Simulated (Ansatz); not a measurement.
Several settings converged on Cu3Sn (Pmm2, 8 atoms in the cell)

```
CELL_PARAMETERS angstrom
      4.30207     0.00000     0.00000
      0.00000     5.40536     0.00000
      0.00000     0.00000     4.74075
ATOMIC_POSITIONS crystal
  Cu 0.50000 0.00000 0.31155
  Cu 0.00000 0.50000 0.69900
  Cu 0.00000 0.75052 0.15581
  Cu 0.00000 0.24948 0.15581
  Cu 0.50000 0.74948 0.84419
  Cu 0.50000 0.25052 0.84419
  Sn 0.50000 0.50000 0.34118
  Sn 0.00000 0.00000 0.65882
```

Base method: PBEsol, default PAW files made with PBE (plane waves; Ansatz, a program for electronic structure).

Base settings: basis.ecutwfc = 30.9 Ry; kpoints.mp_grid.grid = 5 3 4; hamiltonian.xc = pbesol; hamiltonian.pseudopotentials = {kind: paw} (the program's default PAW files); scf.occupations.method = fermi_dirac; scf.occupations.width = 0.0073 Ry.

The count of work is k-points × plane waves × bands × iterations; it is no time. Core times come from one kind of shared machine, to one figure; runs under 30 s give none.

**The k-point mesh at a smearing width of 0.02 eV**

In this ladder: scf.occupations.width = 0.0015 Ry.

Only quantities that move along the ladder and can be compared are tabulated.

```csv
kpoints.mp_grid.grid,free energy less the last step's (meV/atom),pressure (GPa),largest difference of a force vector from the last step's (eV/Å),count of work / last,core time / last (rough)
3 2 3,-9.59,0.01,0.185,0.014,–
3 3 3,-6.66,-0.51,0.154,0.014,–
4 3 4,4.01,0.13,0.078,0.032,–
6 5 5,-4.61,0.10,0.010,0.064,0.07
9 7 8,1.94,0.20,0.013,0.18,0.2
10 8 9,1.05,0.10,0.010,0.27,0.3
15 12 14,0.00,0.10,0.000,1.0,1
```

Coarsest kpoints.mp_grid.grid that holds the pressure within 0.05 GPa of the last step, with all finer ones: 10 8 9, at 0.27 of the last step's count of work and about 0.3 of the last step's time; the step before is off by 0.10 GPa.

Coarsest kpoints.mp_grid.grid that holds the forces within 0.02 eV/Å: not settled: the last two steps still differ by 0.010 eV/Å, over half the tolerance, so the ladder does not show it.

Coarsest kpoints.mp_grid.grid that holds the free energy within 5 meV/atom of the last step, with all finer ones: 4 3 4, at 0.032 of the last step's count of work; the step before is off by 6.7 meV/atom.

**The width of Fermi-Dirac smearing**

In this ladder: kpoints.mp_grid.grid = 8 5 7.

Narrow widths need finer meshes than wide ones, so the last steps can hold mesh noise.

Only quantities that move along the ladder and can be compared are tabulated; pressure and forces are left out, as mesh noise rules them at narrow widths.

```csv
scf.occupations.width,free energy less the last step's (meV/atom),energy extrapolated to zero width less the last step's (meV/atom),core time / last (rough)
0.0735 Ry,-621.70,146.46,1
0.0367 Ry,-110.41,19.03,1
0.022 Ry,-32.93,2.44,1
0.0073 Ry,0.00,0.00,1
```

Widest scf.occupations.width that holds the free energy within 5 meV/atom: not settled: the last two steps still differ by 33 meV/atom, over half the tolerance, so the ladder does not show it.

Widest scf.occupations.width that holds the energy extrapolated to zero width within 2 meV/atom: not settled: the last two steps still differ by 2.4 meV/atom, over half the tolerance, so the ladder does not show it.

The extrapolation to zero width removes most of the smearing's effect on the energy.

**The mesh under tetrahedron occupations**

In this ladder: scf.occupations.method = tetrahedron; scf.occupations.width = default.

Only quantities that move along the ladder and can be compared are tabulated.

| kpoints.mp_grid.grid | free energy less the last step's (meV/atom) | pressure (GPa) | largest difference of a force vector from the last step's (eV/Å) | count of work / last | core time / last (rough) |
|---|---|---|---|---|---|
| 3 3 3 | -3.05 | 0.12 | 0.053 | 0.026 | – |
| 4 3 4 | 1.41 | 0.38 | 0.044 | 0.057 | – |
| 5 4 5 | 1.96 | 0.14 | 0.034 | 0.077 | 0.08 |
| 8 6 7 | 0.45 | 0.09 | 0.020 | 0.25 | 0.2 |
| 12 9 11 | -0.50 | 0.13 | 0.005 | 0.60 | 0.7 |
| 14 12 13 | 0.00 | 0.13 | 0.000 | 1.0 | 1 |

Coarsest kpoints.mp_grid.grid that holds the free energy within 1 meV/atom of the last step, with all finer ones: 8 6 7, at 0.25 of the last step's count of work and about 0.2 of the last step's time; the step before is off by 2.0 meV/atom.

Coarsest kpoints.mp_grid.grid that holds the pressure within 0.2 GPa of the last step, with all finer ones: 5 4 5, at 0.077 of the last step's count of work and about 0.08 of the last step's time; the step before is off by 0.24 GPa.

Coarsest kpoints.mp_grid.grid that holds the forces within 0.01 eV/Å: not settled: the last two steps still differ by 0.005 eV/Å, over half the tolerance, so the ladder does not show it.

On the base run: the starting cell comes from a database of computed structures (which also holds hypothetical and non-ambient phases and stackings), without a prior relaxation at this level. Its lattice was rescaled by up to half a per cent. One atom was moved a little off its site on purpose. Spin polarisation is off. Ansatz's pressure includes its estimate of the finite-basis (Pulay) stress. Without a gap this mesh is coarse (it stands for a supercell whose shortest vector is 16 Å).

Left out of this page: 2 runs of the series outside the window shown, repeating another row's setting, or not comparable.

Keys are those of Ansatz 0.2.
